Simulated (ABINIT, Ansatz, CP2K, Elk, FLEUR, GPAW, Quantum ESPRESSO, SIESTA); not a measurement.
## Code comparison for BaMg6W (P4/mmm, 8 atoms in the cell)

Self-consistent single point, at a second geometry (lattice scaled by 0.98). First geometry:

```xyz
8
Lattice="6.6629 0.0000 0.0000 0.0000 6.6629 0.0000 0.0000 0.0000 4.3524" Properties=species:S:1:pos:R:3 pbc="T T T"
Ba     0.0000     0.0000     2.1762
Mg     0.0000     3.3315     2.1762
Mg     3.3315     0.0000     2.1762
Mg     4.7399     1.9230     0.0000
Mg     1.9230     4.7399     0.0000
Mg     4.7399     4.7399     0.0000
Mg     1.9230     1.9230     0.0000
W      3.3315     3.3315     2.1762
```

Shared settings, as Ansatz (a quantum-chemistry and plane-wave program) writes them: kpoints.mp_grid.grid = 3 3 5; scf.occupations.method = fermi_dirac; scf.occupations.width = 0.1 eV. Potentials and cutoffs stand in the table.

```tsv
code	model	ΔF from the first geometry (meV/atom)	pressure (GPa)	largest force (eV/Å)	cutoff
Ansatz	LDA (PW92), PAW files made with PBE	-12.7	-0.10	0.107	420 eV
Elk	LDA (PW92), all-electron FP-LAPW, Elk's shipped species files, APW+lo basis with extra local orbitals	-13.7	–	–	rgkmax 7.5
FLEUR	LDA (Perdew-Zunger), all-electron FLAPW (FLEUR), scalar-relativistic valence	-12.2	–	0.120	Kmax 4.1 1/bohr
SIESTA	LDA PW92, numerical atomic orbitals TZP, PseudoDojo LDA standard norm-conserving potentials (rewritten from UPF to PSML)	23.0	4.41	0.100	grid 400 Ry
ABINIT	LDA (PW92), norm-conserving pseudopotentials (PseudoDojo nc-sr-04 LDA standard)	-12.3	-0.06	0.113	42 Ha
GPAW	LDA (Perdew-Wang 92), GPAW PAW datasets LDA (gpaw-data 1.0.1)	-12.2	-0.02	0.105	800 eV
Quantum ESPRESSO	LDA (PZ), GBRV 1.5 ultrasoft (LDA) pseudopotentials	-12.5	-0.39	0.108	40 Ry
CP2K	LDA (Pade form), GPW, DZVP-MOLOPT-SR-GTH basis, GTH-PADE potentials (GTH_POTENTIALS)	2.0	1.61	0.480	grid 1000 Ry
```

A dash marks a value that a program does not give, or that is left out as unsure.

On Ansatz's run: spin-orbit coupling is off. Spin polarisation is off.

The spread over the programs that give each value: ΔF from the first geometry within 36.7 meV/atom; pressure within 4.80 GPa; largest force within 0.380 eV/Å.

SIESTA and CP2K use small atom-centred bases, whose incompleteness enters pressures, forces and empty levels differently from a plane-wave cutoff. Elk and FLEUR treat all electrons, but the usual bases taken here (sphere radii, linearisation, local orbitals, empty states) were not tested for convergence, so the values are no reference for the others. Ansatz's pressure is given at a fixed set of plane waves, as the other plane-wave codes print theirs. The same LDA comes in different parametrisations, which differ slightly. In the pressure, SIESTA (by 4.49) and CP2K (by 1.69) lie more than 1 GPa from the median of the plane-wave programs. In the force vectors, SIESTA (by 0.207) and CP2K (by 0.373) lie more than 0.08 eV/Å from the median of the plane-wave programs.

The starting cell comes from a database of computed structures (which also holds hypothetical and non-ambient phases and stackings), without a prior relaxation at this level. Its lattice was rescaled by a random factor within 2.5 % of one. For this run, on top of that: lattice scaled by 0.98.

Keys are those of Ansatz 0.2.
